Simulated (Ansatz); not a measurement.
End structure of a constructed model of the (100) surface of fcc Cu, a layer of In in place of the second plane (bottom of the slab: a bare face, its two planes held):

```
CELL_PARAMETERS angstrom
      2.56680     0.00000     0.00000
      0.00000     2.56680     0.00000
      0.00000     0.00000    25.50000
ATOMIC_POSITIONS crystal
  Cu 0.50000 0.50000 0.31971
  Cu 0.00000 0.00000 0.39088
  Cu 0.50000 0.50000 0.46229
  Cu 0.00000 0.00000 0.53351
  In 0.50000 0.50000 0.62422
  Cu 0.00000 0.00000 0.71335
```

Model: 6-atom slab, 9.2 Å thick at the start (thin: gaps and levels are the slab's own), 15x15x1 mesh, Fermi-Dirac 0.1 eV, dipole correction, 2 atoms held, the rest relaxed; symmetry of the start imposed; no spin, no spin-orbit, no U. It is one candidate, not shown to be the stable structure of the face.

Task: Estimate the work function of the top face that PBE (Ansatz, a first-principles code) returns for this input.

Result: 4.94 eV
